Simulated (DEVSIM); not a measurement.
Device: abrupt GaP p-n junction, at 300 K.

```
layer (left to right)  material  thickness (μm)  Nd (cm⁻³)  Na (cm⁻³)  τn (s)  τp (s)
---------------------  --------  --------------  ---------  ---------  ------  ------
1                           GaP            21.0          -     2.6e17  1.4e-6  1.4e-6
2                           GaP            25.0     5.4e16          -  1.4e-6  1.4e-6
```

Left contact: ohmic. Right contact: ohmic. Voltage is applied to the left contact. Recombination: SRH at mid-gap. Mobility is constant in doping.

Constants are typed, rounded textbook-type inputs, not results; the design itself was drawn at random and stands for no fabricated device. Values at 300 K.

```tsv
parameter	GaP
gap (eV)	2.26
affinity (eV)	3.8
permittivity	11.1
Nc (cm⁻³)	1.8e19
Nv (cm⁻³)	1.9e19
μn (cm²/Vs)	250
μp (cm²/Vs)	150
```

DEVSIM, 1D drift-diffusion, Boltzmann statistics, complete ionisation; no tunnelling, impact ionisation, image-force lowering or self-heating.

Problem. Give the dark forward current.

Solution. 
| V (V) | J (A/cm²) |
|---|---|
| 0.70 | 6.6e-14 |
| 0.80 | 4.8e-13 |
| 0.90 | 3.5e-12 |
| 1.00 | 2.5e-11 |
| 1.10 | 1.8e-10 |
| 1.15 | 5.0e-10 |
| 1.25 | 3.8e-9 |
| 1.35 | 3.0e-8 |
| 1.45 | 2.9e-7 |
| 1.55 | 5.1e-6 |
| 1.65 | 0.00018 |
| 1.75 | 0.0079 |
| 1.85 | 0.37 |
| 1.95 | 12 |
| 2.05 | 96 |
| 2.10 | 190 |
| 2.20 | 480 |
| 2.30 | 920 |
| 2.40 | 1500 |
| 2.50 | 2200 |
